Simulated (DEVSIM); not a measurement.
Structure: abrupt Si n-p junction, at 400 K.

```csv
layer (left to right),material,thickness (μm),Nd (cm⁻³),Na (cm⁻³),τn (s),τp (s)
1,Si,72.0,9.9e18,-,5.3e-6,5.3e-6
2,Si,1.20,-,2.8e16,5.3e-6,5.3e-6
```

Left contact: ohmic. Right contact: ohmic. Voltage is applied to the left contact. Recombination: SRH at mid-gap. Gap narrowing is on: ΔEg = 6.92 meV × (l + √(l² + 0.5)), l = ln(N/1.3e17 cm⁻³), shared equally by both band edges. Mobility is μmin + (μ − μmin)/(1 + (N/Nref)^α).

Constants are typed, rounded textbook-type inputs, not results; the design itself was drawn at random and stands for no fabricated device. Values at 300 K; Nc and Nv go as T^1.5, mobilities as T to minus their exponent, the gap by Varshni's rule with the affinity fixed.

```csv
parameter,Si
gap (eV),1.124
affinity (eV),4.05
permittivity,11.7
Nc (cm⁻³),2.86e19
Nv (cm⁻³),3.1e19
μn (cm²/Vs),1417
μp (cm²/Vs),470
"μn,min",52
"μp,min",45
"Nref,n",9.7e16
"Nref,p",2.2e17
αn,0.68
αp,0.72
T exponent of μn,2.3
T exponent of μp,2.2
Varshni α (eV/K),0.000473
Varshni β (K),636
```

Model (solved in DEVSIM): 1D drift-diffusion, Boltzmann statistics, complete ionisation; no tunnelling, impact ionisation, image-force lowering or self-heating.

The doping Na of layer 2 was swept, all else fixed.

```json
[
 {"doping Na of layer 2 (cm^-3)": "8.4e14", "dark forward voltage at 1 A/cm² (V)": "0.210", "potential step across the device at zero bias (V)": "0.637", "dark forward voltage at 100 A/cm² (V)": "0.417", "largest field in the device at zero bias (V/cm)": "150000"},
 {"doping Na of layer 2 (cm^-3)": "2.8e15", "dark forward voltage at 1 A/cm² (V)": "0.263", "potential step across the device at zero bias (V)": "0.679", "dark forward voltage at 100 A/cm² (V)": "0.447", "largest field in the device at zero bias (V/cm)": "150000"},
 {"doping Na of layer 2 (cm^-3)": "8.4e15", "dark forward voltage at 1 A/cm² (V)": "0.307", "potential step across the device at zero bias (V)": "0.717", "dark forward voltage at 100 A/cm² (V)": "0.482", "largest field in the device at zero bias (V/cm)": "150000"},
 {"doping Na of layer 2 (cm^-3)": "2.8e16", "dark forward voltage at 1 A/cm² (V)": "0.357", "potential step across the device at zero bias (V)": "0.758", "dark forward voltage at 100 A/cm² (V)": "0.526", "largest field in the device at zero bias (V/cm)": "160000"},
 {"doping Na of layer 2 (cm^-3)": "8.4e16", "dark forward voltage at 1 A/cm² (V)": "0.403", "potential step across the device at zero bias (V)": "0.795", "dark forward voltage at 100 A/cm² (V)": "0.571", "largest field in the device at zero bias (V/cm)": "190000"},
 {"doping Na of layer 2 (cm^-3)": "2.8e17", "dark forward voltage at 1 A/cm² (V)": "?", "potential step across the device at zero bias (V)": "0.831", "dark forward voltage at 100 A/cm² (V)": "?", "largest field in the device at zero bias (V/cm)": "?"},
 {"doping Na of layer 2 (cm^-3)": "8.4e17", "dark forward voltage at 1 A/cm² (V)": "0.489", "potential step across the device at zero bias (V)": "0.862", "dark forward voltage at 100 A/cm² (V)": "0.654", "largest field in the device at zero bias (V/cm)": "440000"}
]
```

Problem. Fill in the missing entries.

Solution. 
- 2.8e17, dark forward voltage at 1 A/cm² (V): 0.450
- 2.8e17, dark forward voltage at 100 A/cm² (V): 0.616
- 2.8e17, largest field in the device at zero bias (V/cm): 280000
